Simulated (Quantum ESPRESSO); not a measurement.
Quantum ESPRESSO is run on CaI2 (P-3m1, 3 atoms in the cell), and the run fails. The aim is a self-consistent single point with DFT, PBEsol, plane waves, PseudoDojo standard norm-conserving (PBESOL) pseudopotentials.

Cell that was meant: a = 4.4800 Å, b = 4.4800 Å, c = 6.9600 Å, α = 90.00°, β = 90.00°, γ = 120.00°.

Part of the input:

```fortran
/
&ELECTRONS
   conv_thr = 1e-10,
   electron_maxstep = 5,
/
ATOMIC_SPECIES
Ca    40.0780  Ca.upf
```

Output (repeated stretches shortened):

```
     Self-consistent Calculation

     iteration #  1     ecut=    70.00 Ry     beta= 0.70

---- Real-time Memory Report at c_bands before calling an iterative solver
           100 MiB given to the printing process from OS
            71 MiB allocation reported by mallinfo(arena+hblkhd)
------------------

     Threshold (ethr) on eigenvalues was too large:
     Diagonalizing with lowered threshold

---- Real-time Memory Report at c_bands before calling an iterative solver
           110 MiB given to the printing process from OS
   [... lines left out ...]
            98 MiB allocation reported by mallinfo(arena+hblkhd)
------------------

     total energy              =    -129.45273513 Ry
     estimated scf accuracy    <       0.00002867 Ry

     iteration #  5     ecut=    70.00 Ry     beta= 0.70

---- Real-time Memory Report at c_bands before calling an iterative solver
           126 MiB given to the printing process from OS
           100 MiB allocation reported by mallinfo(arena+hblkhd)
------------------

     total energy              =    -129.45274270 Ry
     estimated scf accuracy    <       0.00000088 Ry
     End of self-consistent calculation

     convergence NOT achieved after   5 iterations: stopping

   JOB DONE.
```

What caused this, and what should be changed?

The fault is an iteration limit that is too low. The loop is cut before its threshold is met, so whatever is printed at the end is not self-consistent. To fix it, raise the limit, or leave it to the default. The run ended unconverged after 5 iterations.

The sound input it was made from differs as follows (other fixes are possible):
```diff
-   electron_maxstep = 5,
```

With that input, the run converged in 8 iterations: free energy E − TS -1761.2943 eV; top of the valence band (on the code's own zero) 2.80 eV; gap on the k-point mesh 3.49 eV; pressure -0.22 GPa; largest force (vector length) 0.017 eV/Å (DFT, PBEsol, plane waves, PseudoDojo standard norm-conserving (PBESOL) pseudopotentials).

On the sound input: the starting cell comes from a database of published, mostly measured structures (it also holds non-ambient and calculated ones), without a prior relaxation at this level. Spin-orbit coupling is off.
